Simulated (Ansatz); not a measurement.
System: antifluorite K2S. Method: B3LYP (VWN-RPA form) (plane waves, PAW; Ansatz, an electronic-structure program).

Numerical settings: plane-wave cutoff 520 eV, 6×6×6 k mesh, scalar-relativistic PAW data made under PBE.

Computed at the level's own relaxed cell.

```
K2S
1.0
    0.00000     3.74971     3.74971
    3.74971     0.00000     3.74971
    3.74971     3.74971     0.00000
K S
2 1
Direct
  0.25000   0.25000   0.25000
  0.75000   0.75000   0.75000
  0.00000   0.00000   0.00000
```

Give the elastic tensor (Voigt notation, GPa, ions relaxed, in the Cartesian axes of the cell as printed).


```
   34.8    10.2    10.2     0.0     0.0     0.0
   10.2    34.8    10.2     0.0     0.0     0.0
   10.2    10.2    34.8     0.0     0.0     0.0
    0.0     0.0     0.0     8.9     0.0     0.0
    0.0     0.0     0.0     0.0     8.9     0.0
    0.0     0.0     0.0     0.0     0.0     8.9
```

Computed values are for the static lattice.
